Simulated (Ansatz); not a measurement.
Start from CaHfSe3 in the cubic perovskite structure (space group Pm-3m, No. 221; a hypothetical phase, not in the database extracts checked).

```xyz
5
Lattice="5.1887 0.0000 0.0000 0.0000 5.1887 0.0000 0.0000 0.0000 5.1887" Properties=species:S:1:pos:R:3 pbc="T T T"
Ca     0.0000     0.0000     0.0000
Hf     2.5943     2.5943     2.5943
Se     0.0000     2.5943     2.5943
Se     2.5943     2.5943     0.0000
Se     2.5943     0.0000     2.5943
```

Level of theory: PBE in Ansatz (plane waves to 420 eV, PAW, no SOC).

Before the change:

| Item | Result |
|---|---|
| Valley order | Γ 0.23 eV; R along ⟨111⟩ 1.21 eV |
| Smallest direct gap | 0.86 eV |

Perturbation: a negative pressure, −1 GPa.

Task: How does this affect the valley order?

Result: The valley order (the lowest conduction-band minima on the path, energy above the VBM, named in the base's zone) changes from Γ 0.23 eV; R along ⟨111⟩ 1.21 eV to Γ 0.26 eV; R along ⟨111⟩ 1.22 eV.

Task: Estimate the effect on the mean gap deformation potential ΔEg/Δln V.

Result: The mean gap deformation potential ΔEg/Δln V amounts to +2.0 eV.

Task: What happens to the smallest direct gap?

Result: The smallest direct gap goes up by 0.035 eV to 0.89 eV.

With Hf present, leaving out spin-orbit coupling can change the band edges. Load acts through the strain it causes; cell and atoms are relaxed under it. No phonon test of stability was made. Many cubic perovskites are stable only at high temperature; tilts and polar distortions were not tested. The zero or small gap of CaHfSe3 can change with the level of theory.

Ansatz is a quantum-chemistry and plane-wave program.
